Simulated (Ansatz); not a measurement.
Input for (Ge,Sn) alloy cell Sn2Ge15 (type-II clathrate frame start):

Ansatz 0.2 input:
```yaml
crystal:
  lattice:
    - [0.001553595, 7.783665255, 7.777822191]
    - [7.755638277, 0.029580572, 7.749779875]
    - [7.78521885, 7.785218849, 0.0]
  atoms:
    - { symbol: Ge, position: [0.000274501, 0.003078579, -0.00167654] }
    - { symbol: Ge, position: [0.24820362, 0.26297655, 0.244409915] }
    - { symbol: Ge, position: [0.976528959, 0.347998388, 0.337736327] }
    - { symbol: Ge, position: [0.913275279, 0.900165437, 0.268968549] }
    - { symbol: Sn, position: [0.35441688, 0.973117817, 0.336232651] }
    - { symbol: Ge, position: [0.913275279, 0.900165437, 0.917590735] }
    - { symbol: Ge, position: [0.341696172, 0.341938698, 0.342170608] }
    - { symbol: Ge, position: [0.908661387, 0.280438637, 0.905449988] }
    - { symbol: Ge, position: [0.341696172, 0.341938698, 0.974194522] }
    - { symbol: Ge, position: [0.272618182, 0.909846966, 0.908767426] }
    - { symbol: Ge, position: [0.891081333, 0.495995589, 0.494381558] }
    - { symbol: Ge, position: [0.131777442, 0.745143385, 0.351202302] }
    - { symbol: Ge, position: [0.504454438, 0.881671384, 0.107573509] }
    - { symbol: Sn, position: [0.751249183, 0.133982773, 0.757437935] }
    - { symbol: Ge, position: [0.120668127, 0.490846852, 0.494340357] }
    - { symbol: Ge, position: [0.753905625, 0.373983873, 0.754636874] }
    - { symbol: Ge, position: [0.482623805, 0.119612988, 0.893738286] }
    - { symbol: Ge, position: [0.360585084, 0.753173585, 0.125742775] }
    - { symbol: Ge, position: [0.504454438, 0.881671384, 0.506300668] }
    - { symbol: Ge, position: [0.351143593, 0.132935585, 0.757960411] }
    - { symbol: Ge, position: [0.120668127, 0.490846852, 0.894144664] }
    - { symbol: Ge, position: [0.756840464, 0.751866665, 0.130826336] }
    - { symbol: Ge, position: [0.482623805, 0.119612988, 0.504024922] }
    - { symbol: Ge, position: [0.756840464, 0.751866665, 0.360466536] }
    - { symbol: Ge, position: [0.891081333, 0.495995589, 0.11854152] }
    - { symbol: Ge, position: [0.127853653, 0.364743208, 0.75370157] }
    - { symbol: Ge, position: [0.493804174, 0.495274994, 0.891941104] }
    - { symbol: Ge, position: [0.753905625, 0.373983873, 0.117473629] }
    - { symbol: Ge, position: [0.893386036, 0.130816584, 0.48789869] }
    - { symbol: Ge, position: [0.131777442, 0.745143385, 0.771876871] }
    - { symbol: Ge, position: [0.493804174, 0.495274994, 0.118979729] }
    - { symbol: Ge, position: [0.360585084, 0.753173585, 0.760498556] }
    - { symbol: Sn, position: [0.11299094, 0.876735252, 0.505136904] }
    - { symbol: Sn, position: [0.751249183, 0.133982773, 0.357330109] }
basis:
  ecutwfc: 500
  ecutrho_ratio: 4
  xc_grid: 4
kpoints:
  mp_grid: { grid: [3, 3, 3] }
hamiltonian:
  xc: r2scan
  dispersion: none
  pseudopotentials: { kind: paw }
scf:
  n_extra_bands: 30
  occupations: { method: fermi_dirac, width: 0.01 }
output:
  forces: true
  stress: true
  eigenstates:
    kpoints:
      - [0.0, 0.0, 0.0]
      - [-0.5, 0.0, 0.0]
      - [0.0, -0.5, 0.0]
      - [0.0, 0.0, -0.5]
    e_range: [-4.0, 6.0]
    localisation: true
relax:
  f_tol: 0.03
  max_steps: 90
  cell: { stress_tol: 0.15 }
```

Computed with r2SCAN (plane waves to 500 eV, PAW; Ansatz, an electronic-structure program). No spin–orbit coupling. Its k-point mesh 3×3×3, Fermi–Dirac width 0.01 eV.

Task: What does the end of the output print (band table and long remarks left out, numbers rounded to eight decimals)?

Result: 
```
SCF converged after 3 iterations
Free energy (F): -153239.314518 eV
Harris-Foulkes:  -153239.314518 eV  (|F-HF|=1.84e-8)
Internal energy: -153239.314518 eV  (E = F + TS)
E sigma→0 (E₀):  -153239.314518 eV
Fermi energy:    6.327950 eV
--- Per-component energies (eV) ---
  E_band       = -6053.051178
  E_kinetic    = 4074.414953
  E_local      = -90405.765151  (includes V_loc(G=0)·N_el)
  E_nonlocal   = 12465.189906
  E_hartree    = 40676.256826
  E_xc         = -3565.120858
  E_vxc        = -2448.479052  (∫ρ·V_xc dr)
  E_paw        = -77666.354039  (= ΣΔE_a)
  E_vpaw       = -11232.856114  (= ΣTr[D̂ρ^β])
  E_aug_tail   = 0.000470  (compensation charges beyond the density's cutoff)
  E_vtau       = 141.929747  (kinetic-family band-sum trace: ∫τ·v_τ [+ j·A + Jᵃ·Aᵃ] dr)
  E_ewald      = -38788.304931
  E_core_change = -29.631693  (= ΣΔE_core)
  E_smearing   = 0.000000  (= −TS)
  E_closure    = 0.000000  (closes the sum)
  Σ components = -153239.314518   (vs F -153239.314518, Δ=0.00e0)
--- Forces (eV/Å), atoms counted from 1 ---
  atom   1  Ge    -0.00049503     0.00049503    -0.00071734
  atom   2  Ge     0.00330019    -0.00330019     0.00404044
  atom   3  Ge    -0.00210790     0.00210790    -0.00724429
  atom   4  Ge     0.00053776     0.00017847     0.00013177
  atom   5  Sn     0.00134815    -0.00134815     0.00233135
  atom   6  Ge    -0.00017847    -0.00053776     0.00013177
  atom   7  Ge    -0.00016871     0.00332425    -0.00045245
  atom   8  Ge    -0.00330175     0.00330175    -0.00392915
  atom   9  Ge    -0.00332425     0.00016871    -0.00045245
  atom  10  Ge    -0.00006510     0.00006510     0.00183312
  atom  11  Ge     0.00020476    -0.00294256    -0.00061055
  atom  12  Ge    -0.00000874    -0.00162522    -0.00099423
  atom  13  Ge     0.00093092     0.00230107    -0.00241643
  atom  14  Sn     0.00114134     0.00225609     0.00333787
  atom  15  Ge     0.00280911     0.00164317     0.00363823
  atom  16  Ge     0.00153412    -0.00027858     0.00278141
  atom  17  Ge    -0.00092553    -0.00066834    -0.00132688
  atom  18  Ge    -0.00085748    -0.00087780    -0.00070283
  atom  19  Ge    -0.00230107    -0.00093092    -0.00241643
  atom  20  Ge     0.00179771    -0.00179771    -0.00169062
  atom  21  Ge    -0.00164317    -0.00280911     0.00363823
  atom  22  Ge    -0.00218319    -0.00060859     0.00144654
  atom  23  Ge     0.00066834     0.00092553    -0.00132688
  atom  24  Ge     0.00060859     0.00218319     0.00144654
  atom  25  Ge     0.00294256    -0.00020476    -0.00061055
  atom  26  Ge     0.00000911    -0.00000911    -0.00081187
  atom  27  Ge    -0.00204784    -0.00209915     0.00005324
  atom  28  Ge     0.00027858    -0.00153412     0.00278141
  atom  29  Ge     0.00047778    -0.00047778    -0.00143557
  atom  30  Ge     0.00162522     0.00000874    -0.00099423
  atom  31  Ge     0.00209915     0.00204784     0.00005324
  atom  32  Ge     0.00087780     0.00085748    -0.00070283
  atom  33  Sn    -0.00132663     0.00132663    -0.00214707
  atom  34  Sn    -0.00225609    -0.00114134     0.00333787
  max |Σ_I F_I| component: 3.52e-7 eV/Å
--- Stress (GPa, compression-positive) ---
       -0.011351      -0.007912       0.013162
       -0.007912      -0.011351      -0.013162
        0.013162      -0.013162      -0.005312
  P = ⅓ Tr σ = -0.0093 GPa (-0.093 kbar)
--- Relaxed structure (1 steps of the walk, 1 accepted, 1 SCFs on fresh bases) ---
  F+E_penalty+E_count = -153239.31451799 eV   max|allowed force component| = 7.244e-3 eV/Å   (the final SCF, on the basis selected at the relaxed cell)
  cell:  # Å, volume = 937.3525 Å³
    - [0.00155360, 7.78366525, 7.77782219]
    - [7.75563828, 0.02958057, 7.74977988]
    - [7.78521885, 7.78521885, 0.0]
  atoms:
    - { symbol: Ge, position: [0.00027450, 0.00307858, -0.00167654] }
    - { symbol: Ge, position: [0.24820362, 0.26297655, 0.24440992] }
    - { symbol: Ge, position: [0.97652896, 0.34799839, 0.33773633] }
    - { symbol: Ge, position: [0.91327528, 0.90016544, 0.26896855] }
    - { symbol: Sn, position: [0.35441688, 0.97311782, 0.33623265] }
    - { symbol: Ge, position: [0.91327528, 0.90016544, 0.91759073] }
    - { symbol: Ge, position: [0.34169617, 0.34193870, 0.34217061] }
    - { symbol: Ge, position: [0.90866139, 0.28043864, 0.90544999] }
    - { symbol: Ge, position: [0.34169617, 0.34193870, 0.97419452] }
    - { symbol: Ge, position: [0.27261818, 0.90984697, 0.90876743] }
    - { symbol: Ge, position: [0.89108133, 0.49599559, 0.49438156] }
    - { symbol: Ge, position: [0.13177744, 0.74514338, 0.35120230] }
    - { symbol: Ge, position: [0.50445444, 0.88167138, 0.10757351] }
    - { symbol: Sn, position: [0.75124918, 0.13398277, 0.75743794] }
    - { symbol: Ge, position: [0.12066813, 0.49084685, 0.49434036] }
    - { symbol: Ge, position: [0.75390562, 0.37398387, 0.75463687] }
    - { symbol: Ge, position: [0.48262380, 0.11961299, 0.89373829] }
    - { symbol: Ge, position: [0.36058508, 0.75317358, 0.12574278] }
    - { symbol: Ge, position: [0.50445444, 0.88167138, 0.50630067] }
    - { symbol: Ge, position: [0.35114359, 0.13293559, 0.75796041] }
    - { symbol: Ge, position: [0.12066813, 0.49084685, 0.89414466] }
    - { symbol: Ge, position: [0.75684046, 0.75186667, 0.13082634] }
    - { symbol: Ge, position: [0.48262380, 0.11961299, 0.50402492] }
    - { symbol: Ge, position: [0.75684046, 0.75186667, 0.36046654] }
    - { symbol: Ge, position: [0.89108133, 0.49599559, 0.11854152] }
    - { symbol: Ge, position: [0.12785365, 0.36474321, 0.75370157] }
    - { symbol: Ge, position: [0.49380417, 0.49527499, 0.89194110] }
    - { symbol: Ge, position: [0.75390562, 0.37398387, 0.11747363] }
    - { symbol: Ge, position: [0.89338604, 0.13081658, 0.48789869] }
    - { symbol: Ge, position: [0.13177744, 0.74514339, 0.77187687] }
    - { symbol: Ge, position: [0.49380417, 0.49527499, 0.11897973] }
    - { symbol: Ge, position: [0.36058508, 0.75317359, 0.76049856] }
    - { symbol: Sn, position: [0.11299094, 0.87673525, 0.50513690] }
    - { symbol: Sn, position: [0.75124918, 0.13398277, 0.35733011] }
```

Cost: about 40 core-minutes (a rough figure).
